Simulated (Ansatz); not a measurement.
The starting structures come from a database of crystals and need not be the phases stable at ambient conditions.

Inside the gap of an insulator the Bloch states are evanescent, with a wavenumber k + iκ along the transport direction.

Given:

```
CELL_PARAMETERS angstrom
      7.67981     0.00000     0.00000
     -3.83990     7.65575     0.00000
      0.00000     3.73717     6.57687
ATOMIC_POSITIONS crystal
  La 0.21769 0.00000 0.50000
  La 0.71769 0.00000 0.00000
  La 0.08406 0.50000 0.11572
  La 0.58406 0.50000 0.88428
  Cu 0.68334 0.00000 0.50000
  Cu 0.18334 0.00000 0.00000
  Sb 0.75256 0.50000 0.42083
  Sb 0.25256 0.50000 0.57917
  S  0.78415 0.79738 0.44018
  S  0.98677 0.20262 0.55982
  S  0.48677 0.20262 0.73756
  S  0.28415 0.79738 0.26244
  S  0.65023 0.21054 0.21457
  S  0.43969 0.78946 0.78543
  S  0.93969 0.78946 0.92511
  S  0.15023 0.21054 0.07489
  S  0.46683 0.50000 0.25806
  S  0.96683 0.50000 0.74194
```

Space group of this cell: Ima2. The cell is taken as given.

Transport runs along the normal of the first two printed cell vectors.

The gap is the functional's own. No spin-orbit coupling. Mid-gap values are interpolated on the energy grid.

Problem. State the band gap and the smallest decay constant κ at mid-gap according to r2SCAN in Ansatz (an electronic-structure program).

Solution. Gap 1.69 eV on a 6×6×6 mesh; κ = 0.215 1/Å, at (0.500, 0.000) of the in-plane reciprocal vectors. At the zone centre, at the nearest computed energy, the slowest state has κ = 0.27 1/Å.
